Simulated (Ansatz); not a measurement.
The parent structure is ZrO$_{2}$ (space group P4_2/nmc, No. 137; a = 3.584 Å, c = 5.177 Å).

Calculations: PBEsol in Ansatz (plane waves to 420 eV, PAW, scalar-relativistic without spin-orbit coupling).

One change was made to it. Results:

The volume per atom decreases by 0.053 Å³ to 11.03 Å³; the c/a ratio hardly moves (1.444 against 1.443).

Problem. Which of these changes matches the shifts?
(A) pressure 0.9 GPa
(B) pressure −1 GPa
(C) pressure 9 GPa
(D) pressure 15 GPa
(E) pressure 30 GPa

Solution. A, pressure 0.9 GPa. For comparison, the volume per atom in the other runs: pressure 30 GPa gives 9.85 Å³; pressure −1 GPa gives 11.15 Å³; pressure 9 GPa gives 10.62 Å³; pressure 15 GPa gives 10.36 Å³.

Load acts through the strain it causes; cell and atoms are relaxed under it. Stability against distortions was not tested. Competing high-pressure phases were not computed. This is not the structure that ZrO2 has at room temperature and ambient pressure.

Ansatz is an electronic-structure program.
